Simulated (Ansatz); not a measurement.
# Pressure series in WSi2

Take WSi2 (space group I4/mmm, No. 139; a = 3.229 Å, c = 7.867 Å) as the base.

Cell and atoms are relaxed at each pressure.

All numbers come from Ansatz (a program for electronic structure) PBE, no SOC.

| case | density | c/a ratio |
|---|---|---|
| base | 9.72 g/cm³ | 2.436 |
| pressure −2 GPa | 9.63 g/cm³ | 2.435 |
| pressure −1 GPa | 9.67 g/cm³ | 2.435 |
| pressure 3 GPa | 9.85 g/cm³ | 2.439 |
| pressure 7 GPa | 10.01 g/cm³ | 2.442 |
| pressure 15 GPa | ? | ? |
| pressure 30 GPa | 10.83 g/cm³ | 2.457 |
| pressure 50 GPa | 11.43 g/cm³ | 2.468 |
| pressure 75 GPa | 12.07 g/cm³ | 2.481 |
| pressure 100 GPa | 12.63 g/cm³ | 2.492 |

**Question.** Some entries are withheld; estimate them.

**Answer.** 
- pressure 15 GPa, density: 10.32 g/cm³
- pressure 15 GPa, c/a ratio: 2.447

Load acts through the strain it causes; cell and atoms are relaxed under it. No phonon test of stability was made. Competing high-pressure phases were not computed. All final runs are without spin polarisation.
